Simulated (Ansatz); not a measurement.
A constructed model of the (111) surface of fcc Ir, a layer of Pt in place of the second plane (bottom of the slab: a bare face, its two planes held)

The numbers are results of PBE (plane waves to 420 eV, PAW; Ansatz, a first-principles code), not measurements.

Model: 6-atom slab, 11.1 Å thick at the start with caps and adatoms (thin: gaps and levels are the slab's own), 16x16x1 mesh, Fermi-Dirac 0.1 eV, dipole correction, 2 atoms held, the rest relaxed; start symmetry kept, larger cells not searched; no spin, no spin-orbit, no U. In PBE it lies 0.07 eV a 1x1 cell over the lowest computed structure of the same composition (a layer of Pt in place of the third plane).

| Property | Value |
|---|---|
| work function of the top face | 5.65 eV |
| energy released by relaxation | 0.048 eV |
| cost | about 110 core-seconds (a rough figure) |
